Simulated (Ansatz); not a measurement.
Worked example: self-consistent single point of ScOs₃ (I4/mmm, 4 atoms in the cell) in Ansatz (a first-principles code).

Method of the run: revPBE, default PAW files made with PBE (plane waves; Ansatz).

```
ScOs3
1.0
   -1.94743     1.94743     4.33779
    1.94743    -1.94743     4.33779
    1.94743     1.94743    -4.33779
Os Sc
3 1
Direct
  0.50000   0.50000   0.00000
  0.75000   0.25000   0.50000
  0.25000   0.75000   0.50000
  0.00000   0.00000   0.00000
```

Reference input (self-consistent single point, DFT, revPBE, plane waves, default PAW files made with PBE): basis.ecutwfc = 420 eV; kpoints.mp_grid.grid = 13 13 13; hamiltonian.xc = revpbe; hamiltonian.pseudopotentials = {kind: paw} (the program's default PAW files); scf.occupations.method = methfessel_paxton; scf.occupations.width = 0.136 eV. This run's input differs from it in these lines:

Ansatz 0.2 input:
```diff
@@ -14,3 +14,3 @@
 kpoints:
-  mp_grid: { grid: [13, 13, 13] }
+  mp_grid: { grid: [6, 6, 6] }
 hamiltonian:
```

Output (repeated stretches shortened):

```
SCF iter   1: F=—  HF=-36319.901903 eV  |F-HF|=—  |Δ(HF+E_count)|=         —  Δρ=1.17e-2  dr2=1.86e-1  ethr=1.77e-3  ⟨swp⟩=3.8  Hψ=3315  notcnv=0
all-band conjugate gradients solve this SCF's bands
preconditioner: auto → Kerker (q_TF=auto, 2.679 Å⁻¹)
SCF iter   2: F=—  HF=-36319.892696 eV  |F-HF|=—  |Δ(HF+E_count)|=   9.21e-3  S|Δr|=    0.00e0  Δρ=6.16e-3  dr2=5.35e-2  ethr=3.16e-4  ⟨swp⟩=1.0  Hψ=1320  notcnv=0
SCF iter   3: F=—  HF=-36319.888184 eV  |F-HF|=—  |Δ(HF+E_count)|=   4.51e-3  S|Δr|=    0.00e0  Δρ=7.76e-4  dr2=4.58e-4  ethr=9.08e-5  ⟨swp⟩=1.7  Hψ=1113  notcnv=0
SCF iter   4: F=—  HF=-36319.888145 eV  |F-HF|=—  |Δ(HF+E_count)|=   3.89e-5  S|Δr|=    0.00e0  Δρ=1.61e-4  dr2=1.57e-5  ethr=7.77e-7  ⟨swp⟩=2.1  Hψ=1434  notcnv=0
SCF iter   5: F=—  HF=-36319.888147 eV  |F-HF|=—  |Δ(HF+E_count)|=   1.43e-6  S|Δr|=    0.00e0  Δρ=3.98e-5  dr2=1.06e-6  ethr=2.66e-8  ⟨swp⟩=2.3  Hψ=1532  notcnv=0
SCF iter   6: F=-36319.888147 eV  HF=-36319.888147 eV  |F-HF|=4.21e-9  |Δ(HF+E_count)|=   2.22e-8  S|Δr|=    0.00e0  Δρ=9.06e-6  dr2=5.10e-8  ethr=1.69e-10  ⟨swp⟩=7.0  Hψ=4061  notcnv=0
SCF 1 converged in 6 iterations: F = -36319.888147 eV  dr2 = 5.10e-8
Stability not checked (fill_not_monotonic)
Free energy (F): -36319.888147 eV
Internal energy: -36319.890713 eV  (E = F + TS)
E sigma→0 (E₀):  -36319.888788 eV
Entropy (-TS):   0.002567 eV (0.642 meV/atom)
Fermi energy:    19.400439 eV
--- Forces (eV/Å), atoms counted from 1 ---
  atom   1  Os     0.00000000     0.00000000    -0.00000000
   [... zero for the other atoms too ...]
--- Stress (GPa, compression-positive) ---
       -7.498315       0.000000       0.000000
        0.000000      -7.498315      -0.000000
        0.000000      -0.000000     -17.430670
  P = ⅓ Tr σ = -10.8091 GPa (-108.091 kbar)
  The stress holds the Pulay correction. Without it, at fixed plane waves, as pw.x and ABINIT print it: P = -10.8740 GPa
```

The run converged in 6 iterations. Against the reference run the free energy goes up by 11.7 meV/atom and the pressure goes from -11.04 to -10.81 GPa.

The starting cell was generated: these elements placed on a structure prototype, without a prior relaxation; it need not be a known phase or ordering of this composition. Its lattice was rescaled by a random factor within 2.5 % of one. Spin polarisation is off. With a pressure of about -11 GPa the cell is away from its equilibrium volume at this level. Ansatz's pressure includes its estimate of the finite-basis (Pulay) stress.
